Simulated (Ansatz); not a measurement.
Levels about the gap of amorphous In₂₄O₃₉Ga₂ (65 atoms in a cell of 911 Å³, 6.42 g/cm³; zone centre alone, so wide bands show as single levels with stretches between that a denser mesh fills), at the geometry that PBE relaxed, where it gives 0.2 GPa on a denser mesh. The participation number counts the atoms over which a state spreads; weights are charges in smoothed Voronoi cells. The levels come from a single point, so bond lengths are those of that geometry. Method of the levels: PBE, scalar-relativistic without spin-orbit coupling (Ansatz, a first-principles code). Sampling: the zone centre alone; Fermi-Dirac width 0.02 eV; no spin polarisation. At PBE the levels at the filled edge of the gap are localised (band-tail or defect states), and the nearest spread-out levels lie 0.7 eV apart at the zone centre.

The cell was made by melting and quenching with the CHGNet potential and then relaxed with DFT. O atoms were pushed apart under 1.9 Å during the dynamics, to hinder bonds among them. The hot cell started wider than the set density and was brought back towards it in steps. It is the lowest in DFT energy of 2 quenches. It is a model cell: composition and starting density were chosen by hand, and all elements were melted together. No dispersion term was used. Its density started from a set value of 6.42 and ended at 6.42 g/cm³. The simulated quench (nominally 330 K/ps over its main leg) is rapid and tends to freeze in more defects than a deposited or slowly cooled glass has. Values belong to this one cell and scatter from quench to quench. The volume was held where the preparation left it and the shape relaxed, at a PBE pressure of 0.2 GPa.

```json
[
 {"E - E(highest filled), eV": "-0.38", "filling": "filled", "participation number": "20.9", "largest on": "O, 3 neighbours", "weight O": "0.95", "weight In": "0.05", "weight Ga": "0.00"},
 {"E - E(highest filled), eV": "-0.36", "filling": "filled", "participation number": "20.3", "largest on": "O, 3 neighbours", "weight O": "0.95", "weight In": "0.05", "weight Ga": "0.00"},
 {"E - E(highest filled), eV": "-0.32", "filling": "filled", "participation number": "23.0", "largest on": "O, 3 neighbours", "weight O": "0.94", "weight In": "0.06", "weight Ga": "0.00"},
 {"E - E(highest filled), eV": "-0.31", "filling": "filled", "participation number": "11.0", "largest on": "O, 3 neighbours", "weight O": "0.95", "weight In": "0.05", "weight Ga": "0.00"},
 {"E - E(highest filled), eV": "-0.20", "filling": "filled", "participation number": "6.8", "largest on": "O, 3 neighbours", "weight O": "0.95", "weight In": "0.05", "weight Ga": "0.00"},
 {"E - E(highest filled), eV": "-0.12", "filling": "filled", "participation number": "7.3", "largest on": "O, 3 neighbours", "weight O": "0.96", "weight In": "0.04", "weight Ga": "0.00"},
 {"E - E(highest filled), eV": "0.00", "filling": "filled", "participation number": "6.6", "largest on": "O, 3 neighbours", "weight O": "0.96", "weight In": "0.04", "weight Ga": "0.00"},
 {"E - E(highest filled), eV": "0.42", "filling": "empty", "participation number": "62.0", "largest on": "O, 3 neighbours", "weight O": "0.56", "weight In": "0.42", "weight Ga": "0.02"},
 {"E - E(highest filled), eV": "3.30", "filling": "empty", "participation number": "48.5", "largest on": "In, 5 neighbours", "weight O": "0.62", "weight In": "0.36", "weight Ga": "0.02"},
 {"E - E(highest filled), eV": "3.32", "filling": "empty", "participation number": "40.6", "largest on": "In, 5 neighbours", "weight O": "0.62", "weight In": "0.38", "weight Ga": "0.00"},
 {"E - E(highest filled), eV": "3.47", "filling": "empty", "participation number": "43.4", "largest on": "In, 5 neighbours", "weight O": "0.61", "weight In": "0.38", "weight Ga": "0.01"},
 {"E - E(highest filled), eV": "3.53", "filling": "empty", "participation number": "48.3", "largest on": "In, 5 neighbours", "weight O": "0.61", "weight In": "0.38", "weight Ga": "0.01"},
 {"E - E(highest filled), eV": "3.62", "filling": "empty", "participation number": "43.7", "largest on": "In, 5 neighbours", "weight O": "0.60", "weight In": "0.39", "weight Ga": "0.00"},
 {"E - E(highest filled), eV": "3.84", "filling": "empty", "participation number": "46.1", "largest on": "In, 4 neighbours", "weight O": "0.60", "weight In": "0.38", "weight Ga": "0.01"}
]
```

Most localised among these is the filled level at +0.00 eV, on a O atom, which has 3 neighbours (In 2.05 Å, In 2.17 Å, In 2.19 Å).
